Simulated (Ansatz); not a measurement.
The reference is Hf in the hcp (Mg type) structure (space group P6_3/mmc, No. 194; a = 3.204 Å, c = 5.073 Å; relaxed with 0.1 eV smearing). Axes: x lies along a and z along c of the hexagonal cell.

Method: DFT with PBE, PAW potentials and a 420 eV plane-wave cutoff in Ansatz (a program for electronic structure), no spin-orbit coupling.

The change: uniaxial strain ε_zz = −2.00 %, all other strain components held at zero; the atoms relax in the strained cell.

Problem. Predict the stress tensor and what it implies for the stiffness.

Solution. Stress of the strained cell less that of the base (GPa, compression positive):
```
    1.4     0.0     0.0
    0.0     1.4     0.0
    0.0     0.0     4.1
```

Then −Δσ_ii/ε with ε = -0.0200 gives secant stiffness values (nonlinear terms included at this strain): C33 ≈ 206 GPa, C13 ≈ 71 GPa and C23 ≈ 71 GPa.

As a check, the harmonic strain energy −½ V₀ Δσ:ε is 5.8 meV/atom; the computed energy rise is 5.7 meV/atom.

No phonon test of stability was made. The final runs are not spin-polarised.
